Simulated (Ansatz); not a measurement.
A self-consistent single point of AsP (P4/nmm, 4 atoms in the cell) with Ansatz (a first-principles code)

Method: PBE (plane waves, PAW; Ansatz).

This input was run:

Ansatz 0.2 input:
```yaml
# AsP
crystal:
  lattice:
    - [4.047563, 0.000000, 0.000000]
    - [0.000000, 4.047563, 0.000000]
    - [0.000000, 0.000000, 5.100266]
  atoms:
    - { symbol: As, position: [0.500000, 0.000000, 0.236800] }
    - { symbol: As, position: [0.000000, 0.500000, 0.763200] }
    - { symbol: P, position: [0.000000, 0.000000, 0.000000] }
    - { symbol: P, position: [0.500000, 0.500000, 0.000000] }
basis:
  ecutwfc: 420.0
kpoints:
  mp_grid: { grid: [7, 7, 5], shift: [0.5, 0.5, 0.5] }
hamiltonian:
  xc: pbe
  pseudopotentials: { kind: paw }
scf:
  occupations: { method: gaussian, width: 0.1 }
output:
  forces: true
  eigenvalues: true
  stress: true
```

The program printed (abridged):

```
WARN ansatz: RAYON_NUM_THREADS=1 ignored (pool sized by the plan → 1); use --threads N
Pseudopotentials: kind: paw
Pseudopotential: As, paw, valence charge 15
Pseudopotential: P, paw, valence charge 5
Crystal: 4 atoms, lattice volume = 83.556 Å³
Basis set: ecut = 420 eV, 1649 PW (Γ), exchange–correlation on 60×60×72 points (8 copies of the dense FFT grid, shifted against one another)
Bands: 24, of which v1, the nominal top of the filled ones, is band 20 counted from 1 (19 counted from 0)
Symmetry: 16 space group operations
Space group: P4/nmm (ITA 129), of the structure as read, at distance tolerance 4.4e-5 Å
k-points: 30 of 245
Initial density: superposition of atomic densities (neutral atoms: chi_scale 0, normalization atom), corrected by the library's trained network
Initial wavefunctions: pseudopotential atomic-orbital guess
Eigensolver: davidson
Functional: x = pbe(κ = 0.804, μ = 0.2195149727645171), c = pbe(β = 0.06672455060314922)
SCF iter   1: F=—  HF=-11221.591668 eV  |F-HF|=—  |Δ(HF+E_count)|=         —  Δρ=3.53e-3  dr2=1.37e-2  ethr=1.77e-3  ⟨swp⟩=7.1  Hψ=3617  notcnv=0
all-band conjugate gradients solve this SCF's bands
preconditioner: auto → Resta (q_TF=auto, 2.413 Å⁻¹)
SCF iter   2: F=—  HF=-11221.589016 eV  |F-HF|=—  |Δ(HF+E_count)|=   2.65e-3  Δρ=1.89e-3  dr2=3.53e-3  ethr=3.41e-5  ⟨swp⟩=2.0  Hψ=1067  notcnv=0  defer=4
SCF iter   3: F=—  HF=-11221.589194 eV  |F-HF|=—  |Δ(HF+E_count)|=   1.79e-4  Δρ=3.84e-4  dr2=1.24e-4  ethr=8.82e-6  ⟨swp⟩=2.0  Hψ=902  notcnv=0  defer=4
SCF iter   4: F=—  HF=-11221.589254 eV  |F-HF|=—  |Δ(HF+E_count)|=   5.99e-5  Δρ=8.59e-5  dr2=1.11e-5  ethr=3.10e-7  ⟨swp⟩=2.0  Hψ=1229  notcnv=0  defer=4
SCF iter   5: F=—  HF=-11221.589243 eV  |F-HF|=—  |Δ(HF+E_count)|=   1.10e-5  Δρ=4.04e-5  dr2=2.17e-6  ethr=2.78e-8  ⟨swp⟩=2.0  Hψ=1305  notcnv=0  defer=4
SCF iter   6: F=—  HF=-11221.589245 eV  |F-HF|=—  |Δ(HF+E_count)|=   1.92e-6  Δρ=1.69e-5  dr2=2.99e-7  ethr=5.43e-9  ⟨swp⟩=2.0  Hψ=1309  notcnv=0  defer=4
SCF iter   7: F=-11221.589245 eV  HF=-11221.589245 eV  |F-HF|=1.80e-8  |Δ(HF+E_count)|=   3.56e-7  Δρ=3.45e-6  dr2=1.69e-8  ethr=2.50e-10  ⟨swp⟩=7.7  Hψ=3457  notcnv=0
SCF 1 converged in 7 iterations: F = -11221.589245 eV  dr2 = 1.69e-8
SCF converged after 7 iterations
Free energy (F): -11221.589245 eV
Harris-Foulkes:  -11221.589245 eV  (|F-HF|=1.80e-8)
Internal energy: -11221.587001 eV  (E = F + TS)
E sigma→0 (E₀):  -11221.588123 eV
Entropy (-TS):   -0.002245 eV (-0.561 meV/atom)
Fermi energy:    9.193907 eV
--- Per-component energies (eV) ---
  E_band       = -506.340794
  E_kinetic    = 354.945014
  E_local      = -4205.643300  (includes V_loc(G=0)·N_el)
  E_nonlocal   = -1271.171229
  E_hartree    = 2225.156202
  E_xc         = -284.738015
  E_vxc        = -284.314274  (∫ρ·V_xc dr)
  E_paw        = -4808.915835  (= ΣΔE_a)
  E_vpaw       = 449.534174  (= ΣTr[D̂ρ^β])
  E_aug_tail   = 0.000021  (compensation charges beyond the density's cutoff)
  E_ewald      = -3231.219859
  E_smearing   = -0.002245  (= −TS)
  E_closure    = -0.000000  (closes the sum)
  Σ components = -11221.589245   (vs F -11221.589245, Δ=0.00e0)
--- Forces (eV/Å), atoms counted from 1 ---
  atom   1  As    -0.00000000     0.00000000     0.79326196
  atom   2  As    -0.00000000     0.00000000    -0.79326196
  atom   3  P      0.00000000     0.00000000     0.00000000
  atom   4  P      0.00000000     0.00000000    -0.00000000
  max |Σ_I F_I| component: 6.66e-16 eV/Å
--- Stress (GPa, compression-positive) ---
       20.986390       0.000000       0.000000
        0.000000      20.986390       0.000000
        0.000000       0.000000       3.778712
  P = ⅓ Tr σ = 15.2505 GPa (152.505 kbar)
  The stress holds the Pulay correction. Without it, at fixed plane waves, as pw.x and ABINIT print it: P = 15.2266 GPa
--- Band table (eV; the first three rows and the last of 30) ---
  k-point 0: bands = ["-27.4449", "-27.4426", "-27.4359", "-27.4338", "-27.3817", "-27.3814", "-27.3779", "-27.3776", "-27.3467", "-27.3452", "-7.3896", "-3.0236", "-0.1897", "1.8158", "2.2827", "2.6038", "5.7675", "6.0225", "6.7833", "8.1747", [...]
  k-point 1: bands = ["-27.4447", "-27.4428", "-27.4357", "-27.4340", "-27.3813", "-27.3810", "-27.3782", "-27.3780", "-27.3465", "-27.3454", "-7.3235", "-3.2780", "-0.1609", "1.8006", "2.6528", "2.7821", "5.6122", "5.8025", "6.4380", "8.0518", [...]
  k-point 2: bands = ["-27.4446", "-27.4429", "-27.4356", "-27.4342", "-27.3809", "-27.3807", "-27.3785", "-27.3784", "-27.3464", "-27.3455", "-7.2802", "-3.4282", "-0.1427", "1.8343", "2.6850", "3.0547", "5.6052", "5.6709", "6.0419", "7.9706", [...]
  k-point 29: bands = ["-27.4412", "-27.4412", "-27.4355", "-27.4355", "-27.3821", "-27.3821", "-27.3782", "-27.3782", "-27.3451", "-27.3451", "-3.7406", "-3.7406", "-3.0737", "-3.0737", "3.2175", "3.2175", "3.8593", "3.8593", "11.3839", "11.3839", [...]
```

The run converged in 7 iterations.

The starting cell was generated: these elements placed on a structure prototype, without a prior relaxation; it need not be a known phase or ordering of this composition. With a pressure of about 15 GPa the cell is away from its equilibrium volume at this level. Ansatz's pressure includes its estimate of the finite-basis (Pulay) stress. The run gives no clean gap (levels at the Fermi energy touch, overlap or are partly filled at this smearing), which alone does not show that the compound is a metal.
